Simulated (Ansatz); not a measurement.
**PtSe2: energy against volume**

PtSe2 (1T layered, P-3m1, 19.794 Å³/atom and stress up to 0.01 GPa in the relaxed cell, c along z) under hydrostatic pressure, with the cell free. PBE-D3(BJ) in Ansatz, a plane-wave DFT program (PAW, default set), 420 eV, 14×14×10 Γ-centred mesh, Fermi-Dirac smearing 0.05 eV; ions are relaxed, or left where forces stay under 0.02 eV/Å, within the symmetry of each cell. Against the start cell, which lies near the measured one, the relaxed cell differs by -3.0 % in volume and -5.2 % in c; the values below rest on it.

Here V stands for volume and E for E less E0.

```csv
volume (Å³/atom),E less E0 (meV/atom),pressure (GPa)
20.7367,6.47,-2.00
20.1867,1.28,-1.00
19.7942,0.00,0.00
19.6928,0.09,0.30
19.5676,0.47,0.70
19.3398,2.00,1.51
18.9779,6.98,3.01
18.5781,?,?
```

The 7 complete rows are fitted with the third-order Birch-Murnaghan form, a cubic in V^(-2/3), E against V. With u = V^(-2/3) - 0.1369, the rows have u = -0.0044129, -0.0020172, -0.0002400, 0.0002287, 0.0008130, 0.0018923, 0.0036512. Least squares gives E = 0.026 + 192.2·u + 426273·u² + 11727356·u³. Residuals (row less fit): -0.001, 0.003, -0.004, -0.002, 0.000, 0.004, -0.001; standard error 0.004 (degrees of freedom: 3). Its minimum lies at u = -0.0002276, so V0 = (0.1366724)^(-3/2) = 19.79. There d²E/du² = 836500 and d³E/du³ = 7.036e7, so B0 = (4/9) × 19.79^(-7/3) × 836500 × 0.160218 = 56.2 GPa (the last factor turns the table's units into GPa), and B0' = 4 + (2/3) × 0.1366724 × (7.036e7)/836500 = 11.7. B0' rests on the cubic coefficient alone and has a standard error of 0.1 from these residuals.

Task: Predict the withheld E at V = 18.5781 from the fit, and compare with the calculation.

Result: u = 0.0056605, so E = 0.026 + 192.2 × 0.0056605 + 426273 × 0.0056605² + 11727356 × 0.0056605³ = 16.899 meV/atom. The calculation gives 16.84 meV/atom, 0.059 meV/atom below the prediction (0.4 % of the range of E in the table). The row lies outside the fitted rows, so this is an extrapolation. The scatter of the fitted rows lies at the last printed digit.

This level leaves no gap over 0.05 eV at pressure -2.0, -1.0, 0.0, 0.3, 0.7, 1.5, 3.0, 5.0 GPa. Spin-orbit coupling is left out, which can shift these values for the heavy elements here. Other structures, which can take over under pressure, weren't tried. The same form fitted to the pressure column gives B0' = 11.4; series where the two differ by over 0.4 aren't shown. Rows are the converged runs of the series near zero and its far end, less any whose ions stayed unrelaxed beside relaxed ones; series whose fitted rows scatter by over a few per cent of the range, as at a crossing or softening among them, aren't shown in this form.
